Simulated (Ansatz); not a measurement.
# ZnGeP2: response to strain

Consider ZnGeP2 in the chalcopyrite structure (space group I-42d, No. 122).

```
CELL_PARAMETERS angstrom
     -2.68698     2.68698     5.31275
      2.68698    -2.68698     5.31275
      2.68698     2.68698    -5.31275
ATOMIC_POSITIONS crystal
  Zn 0.00000 0.00000 0.00000
  Zn 0.75000 0.25000 0.50000
  Ge 0.50000 0.50000 0.00000
  Ge 0.25000 0.75000 0.50000
  P  0.87500 0.87461 0.49961
  P  0.12539 0.62500 0.00039
  P  0.37500 0.37539 0.50039
  P  0.62461 0.12500 0.99961
```

Strains are applied to the cell and any free atomic positions relax.

Method: LDA in Ansatz (plane waves to 420 eV, PAW, without spin-orbit coupling).

Candidates:
(a) isotropic strain +3.00 %
(b) isotropic strain +0.75 %
(c) isotropic strain +2.25 %

For the base:

| Property | Result |
|---|---|
| Band gap | 1.00 eV |

**Question.** Order them by band gap, lowest first.

**Answer.** (a) isotropic strain +3.00 % (0.84 eV), (c) isotropic strain +2.25 % (0.98 eV), (b) isotropic strain +0.75 % (1.04 eV)

Stability against distortions was not tested.

Ansatz is a first-principles code.
